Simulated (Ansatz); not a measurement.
Input and output of a relaxation of cell and atoms for InBi (C2/c, 4 atoms in the cell) (Ansatz, a quantum-chemistry and plane-wave program).

Computed with PBE-D3BJ (plane waves, PAW; Ansatz).

```
CELL_PARAMETERS angstrom
      3.85089    -2.81418     0.00000
      3.85089     2.81418     0.00000
     -1.39773     0.00000     8.31685
ATOMIC_POSITIONS crystal
  In 0.00000 0.50000 0.00000
  In 0.50000 0.00000 0.50000
  Bi 0.58160 0.41840 0.25000
  Bi 0.41840 0.58160 0.75000
```

Reference input (self-consistent single point, DFT, PBE, plane waves, default PAW files): basis.ecutwfc = 420 eV; kpoints.mp_grid.grid = 6 6 4; hamiltonian.xc = pbe; hamiltonian.pseudopotentials = {kind: paw} (the program's default PAW files); scf.occupations.method = fermi_dirac; scf.occupations.width = 0.1 eV. This run's input differs from it in these lines:

```diff
@@ -16,2 +16,3 @@
   xc: pbe
+  dispersion: d3bj
   pseudopotentials: { kind: paw }
@@ -19,2 +20,4 @@
   occupations: { method: fermi_dirac, width: 0.1 eV }
+relax:
+  cell: {}
 output:
```

Output, abridged:

```
   [... SCF lines of the steps left out ...]
relax step   1: F+E_penalty+E_count = -35988.57686572 eV  Δ(F+E_penalty+E_count) = +0.000e0 eV  max|allowed force component| = 1.947e-1 eV/Å  Δτ_max = 0.0000 Å  P = -4.336 GPa  Ω = 180.261 Å³  (6 SCF iters, dr2 threshold 1.00e-7 eV, accepted)
relax step   2: F+E_penalty+E_count = -35989.09301041 eV  Δ(F+E_penalty+E_count) = -5.161e-1 eV  max|allowed force component| = 6.848e-2 eV/Å  Δτ_max = 0.0060 Å  P = -2.424 GPa  Ω = 157.611 Å³  energy of the carried Pulay correction = +3.638e-3 eV  [...]
   [... lines left out ...]
relax step  11: F+E_penalty+E_count = -35990.19231222 eV  Δ(F+E_penalty+E_count) = -1.013e-4 eV  max|allowed force component| = 7.038e-5 eV/Å  Δτ_max = 0.0001 Å  P = +0.008 GPa  Ω = 120.700 Å³  energy of the carried Pulay correction = +1.183e-2 eV  [...]
relax step  12: F+E_penalty+E_count = -35990.18761465 eV  Δ(F+E_penalty+E_count) = +4.698e-3 eV  max|allowed force component| = 7.034e-5 eV/Å  Δτ_max = 0.0000 Å  P = -0.026 GPa  Ω = 120.700 Å³  stress off target by 3.48e-2 GPa  SCF on the basis [...]
basis re-selected at this cell: Δ(F+E_penalty+E_count) = +4.698e-3 eV, ΔP = -0.034 GPa vs the last step
the relaxation is at rest under the 4 symmetry operations that the run kept from its start: a minimum is not shown …
Free energy (F): -35990.187615 eV
Internal energy: -35990.126732 eV  (E = F + TS)
E sigma→0 (E₀):  -35990.157173 eV
Entropy (-TS):   -0.060883 eV (-15.221 meV/atom)
Fermi energy:    10.083664 eV
--- Forces (eV/Å), atoms counted from 1 ---
  atom   1  In     0.00000000     0.00000000     0.00000000
   [... lines left out ...]
  cell:  # Å, volume = 120.6995 Å³
   [... lines left out ...]
    - [-1.9292814123558886, 2.8277599155956077e-16, 7.741434324516928]
  atoms:
    - { symbol: In, position: [-4.0766001685454967e-17, 0.5000000000000001, 0.0] }
    - { symbol: In, position: [0.5, 0.0, 0.5000000000000001] }
    - { symbol: Bi, position: [0.7500059165201306, 0.24999408347986957, 0.25] }
    - { symbol: Bi, position: [0.24999408347986957, 0.7500059165201306, 0.7500000000000001] }
```

The run converged. 

Summary of the result:
* **Free energy E − TS (on the zero of these files)**: -35990.1876 eV
* **Fermi level (on the code's own zero)**: 10.08 eV
* **Pressure**: -0.03 GPa
* **Dispersion energy**: -1.620 eV
* **Final cell**: a = 4.2852 Å, b = 4.2852 Å, c = 7.9782 Å, α = 105.68°, β = 105.68°, γ = 60.14°
* **Final volume per atom**: 30.17 Å³
* **Relaxation steps**: 12

The starting cell was generated: these elements placed on a structure prototype, without a prior relaxation; it need not be a known phase or ordering of this composition. The relaxation keeps the symmetry of its start, so its end need not be a minimum. Ansatz's pressure includes its estimate of the finite-basis (Pulay) stress.

Cost on one core of a shared machine: roughly 2 min.

Keys are those of Ansatz 0.2.
